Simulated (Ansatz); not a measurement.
Defect: Hf-vacancy pair (Hf on one host Ru site, one Ru site vacant) in hcp Ru, neutral cell. Calculation: PBE, PAW (plane waves to 420 eV; Ansatz, a program for electronic structure).

36-site cell at the relaxed PBE lattice, a 2×2×2 k-point mesh shifted by half a step along c, smearing 0.10 eV, spin-restricted, no finite-size correction. No zero-point or tunnelling terms. Spin-orbit coupling is left out. Forms of the defect that were not tried may lie lower. The start lies 0.035 eV above the lowest site run (PBE).

Barriers: single points on a 4×4×4 k-point mesh shifted by half a step along c at the bands' geometries (they differ from the bands' own by up to 0.14 eV, and are uncertain by about as much).

Relaxed starting cell (atoms counted from 1):

```
HfRu34
1.0
    8.16420     0.00000     0.00000
   -4.08210     7.07041     0.00000
    0.00000     0.00000     8.58609
Hf Ru
1 34
Direct
  0.08758   0.21853   0.12479
  0.10817   0.22027   0.62479
  0.11545   0.56811   0.12480
  0.10505   0.55461   0.62480
  0.10856   0.88647   0.12479
  0.10667   0.88538   0.62479
  0.44685   0.22144   0.12479
  0.44644   0.22163   0.62479
  0.44253   0.55238   0.12480
  0.44410   0.55212   0.62479
  0.44247   0.88634   0.12479
  0.44313   0.88871   0.62479
  0.77463   0.22300   0.62481
  0.77535   0.55161   0.12480
  0.77548   0.55119   0.62480
  0.76730   0.87411   0.12479
  0.77356   0.88076   0.62479
  0.22145   0.10951   0.37944
  0.22144   0.10951   0.87015
  0.21892   0.44552   0.38224
  0.21893   0.44554   0.86735
  0.22121   0.77982   0.37598
  0.22121   0.77982   0.87362
  0.55807   0.11098   0.37267
  0.55808   0.11098   0.87692
  0.55275   0.44038   0.37318
  0.55275   0.44038   0.87641
  0.55177   0.77526   0.37588
  0.55177   0.77526   0.87371
  0.87814   0.10234   0.38483
  0.87814   0.10233   0.86475
  0.88778   0.43734   0.37147
  0.88778   0.43736   0.87810
  0.88744   0.77618   0.37417
  0.88744   0.77619   0.87543
```

End state 1 differs by these moves (Å; atoms that move under 0.08 Å are left out):

| atom | element | Δx | Δy | Δz |
|---|---|---|---|---|
| 1 | Hf | -2.38 | 0.00 | 0.00 |
| 20 | Ru | 0.00 | -0.06 | -0.09 |
| 21 | Ru | 0.00 | -0.06 | 0.09 |
| 30 | Ru | 0.09 | 0.00 | 0.00 |
| 31 | Ru | 0.09 | 0.00 | 0.00 |
| 32 | Ru | 0.00 | 0.06 | 0.09 |
| 33 | Ru | 0.00 | 0.06 | -0.09 |

Question: What is the computed forward and backward barriers to end state 1 (PBE, PAW)?

Answer: forward 0.98 eV, backward 0.98 eV; at the saddle point atom 1 has neighbours Ru at 2.52, 2 Ru at 2.53, Ru at 2.62, 4 Ru at 2.94 Å. The saddle point's order was not checked, and it lies on a symmetry element of the cell, where a band can be held.
